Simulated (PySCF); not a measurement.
PySCF 2.14.0, B3LYP/def2-tzvp, df: 1,2,4-triazole (c1nc[nH]n1), 8 atoms. The geometry is a generated start, not checked to be a minimum at this level.

```
Quantity                      Result
-------------------  ---------------
task                          energy
method                         b3lyp
basis                      def2-tzvp
two-electron scheme  density fitting
mol.max_memory               3000 MB
mf.max_cycle                     100
mf.conv_tol          1e-09 (default)
mf.grids.level           3 (default)
basis functions                  173
grid points                    99368
```

```xyz
8

C      1.2394    -0.0393    -0.0169
N      0.5292     1.1081     0.0288
C     -0.7136     0.6988     0.0323
N     -0.7495    -0.6469    -0.0116
N      0.5009    -1.1213    -0.0439
H      2.3096    -0.0579    -0.0317
H     -1.5766     1.3314     0.0646
H     -1.5394    -1.2730    -0.0217
```

With the defaults (mf.DIIS = CDIIS, mf.diis = true, mf.diis_space = 8, mf.init_guess = minao, mf.level_shift = 0) it converges in 13 Fock builds. One run each on 2 threads, 1 BLAS thread, with these changes:
- mf.level_shift = 0.1 Hartree
- mf.init_guess = mod_huckel
- mf.DIIS = ADIIS
- mf.init_guess = huckel
- mf.DIIS = EDIIS
- mf.diis = false
- mf.level_shift = 0.3 Hartree
- mf.diis_space = 12
- mf.init_guess = 1e

Task: Name the settings that don't reach the solution of the defaults.

Result: No convergence: mf.DIIS = EDIIS; mf.diis = false (the run ends without SCF convergence in 100 cycles). The rest reach the solution of the defaults.

```json
[
 {"setting": "mf.level_shift = 0.1 Hartree", "Fock builds": "12", "end": "same solution"},
 {"setting": "the defaults", "Fock builds": "13", "end": "same solution"},
 {"setting": "mf.diis_space = 12", "Fock builds": "13", "end": "same solution"},
 {"setting": "mf.level_shift = 0.3 Hartree", "Fock builds": "14", "end": "same solution"},
 {"setting": "mf.init_guess = huckel", "Fock builds": "15", "end": "same solution"},
 {"setting": "mf.init_guess = mod_huckel", "Fock builds": "15", "end": "same solution"},
 {"setting": "mf.init_guess = 1e", "Fock builds": "17", "end": "same solution"},
 {"setting": "mf.DIIS = ADIIS", "Fock builds": "18", "end": "same solution"},
 {"setting": "mf.DIIS = EDIIS", "Fock builds": "101", "end": "no convergence"},
 {"setting": "mf.diis = false", "Fock builds": "101", "end": "no convergence"}
]
```
